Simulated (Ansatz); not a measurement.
## LaTe$_{3}$ (space group Cmcm, No. 63; a cell from a computed database, its experimental status unchecked; layered, stacked along the Cartesian y axis)

LaTe$_{3}$ is taken in the orthorhombic space group Cmcm (No. 63), Pearson symbol oS16. Conventional cell: a = 4.408 Å, b = 26.648 Å, c = 4.410 Å, α = β = γ = 90.00°. La on 4c is coordinated by 9 Te at 3.254–3.431 Å. Te1 on 4c has 4 Te at 3.118 Å and 2 La at 3.431 Å. Te2 on 4c is coordinated by 4 Te at 3.118 Å and 2 La at 3.428 Å. Te3 on 4c sees 5 La at 3.254–3.361 Å. (Neighbours: up to the widest gap in distance over summed covalent radii, below 1.35, at either atom; cation-cation and far metal-metal contacts left out.)
(The calculation used a cell of 8 atoms; values per cell refer to that cell.)

The values are results of Ansatz (a program for electronic structure) r2SCAN+rVV10, spin-orbit coupling left out, not measurements. k-mesh 11×11×11 (Γ-centred); smearing 0.05 eV (Fermi–Dirac).

The volume per atom comes out as 32.38 Å³ and the density is 6.69 g/cm³. The band gap is zero. The total energy is -6811.497 eV/atom (σ→0; compares only within this code and set-up).

Stability against distortions was not tested. All final runs are without spin polarisation.
